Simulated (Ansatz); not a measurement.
(Ru,Ta): RuTa

A 16-atom cell of (Ru,Ta) started in the hexagonal close-packed structure, site fractions Ru 0.500, Ta 0.500, short-range order 0.00 in the first shell of the mixed sites (0 is random, a negative value favours unlike neighbours), space group P1 at the end.

Calculation: PBE (plane waves to 420 eV, PAW; Ansatz, a quantum-chemistry and plane-wave program). Scalar-relativistic, without spin–orbit coupling; the runs are not spin-polarised. Its k-point mesh 6×6×6, Fermi–Dirac width 0.05 eV.

| Property | Result |
|---|---|
| volume per atom | 16.25 Å³ |
| Ru–Ta bonds | 2.892 Å on average, from 2.568 to 3.673 (58) |
| Ta–Ta bonds | 3.054 Å on average, from 2.751 to 4.003 (28) |
| Ru–Ru bonds | 2.959 Å on average, from 2.741 to 3.398 (23) |
| check of the structure type | not passed: over a tenth of the atoms count other neighbours than the ideal type within 1.2 times their shortest bond (scaled by covalent radii), so no mixing enthalpy is given |

```
CELL_PARAMETERS angstrom
     -0.36288    -5.08610    -4.54548
      0.40912     5.16875    -4.65854
      5.51656     0.36232     4.56851
ATOMIC_POSITIONS crystal
  Ta 0.53904 0.40930 0.17765
  Ta 0.14363 0.51564 0.91310
  Ru 0.60468 0.02654 0.87266
  Ta 0.21079 0.12536 0.64045
  Ta 0.36222 0.76414 0.41259
  Ru 0.88339 0.27825 0.39927
  Ru 0.02518 0.91689 0.17237
  Ta 0.79641 0.68141 0.69148
  Ta 0.62120 0.22229 0.58573
  Ru 0.28084 0.36092 0.37478
  Ru 0.68827 0.83771 0.33025
  Ta 0.36064 0.97263 0.07065
  Ta 0.51230 0.61324 0.84734
  Ru 0.00426 0.10355 0.86132
  Ru 0.11284 0.71620 0.59421
  Ru 0.85431 0.45592 0.05616
```
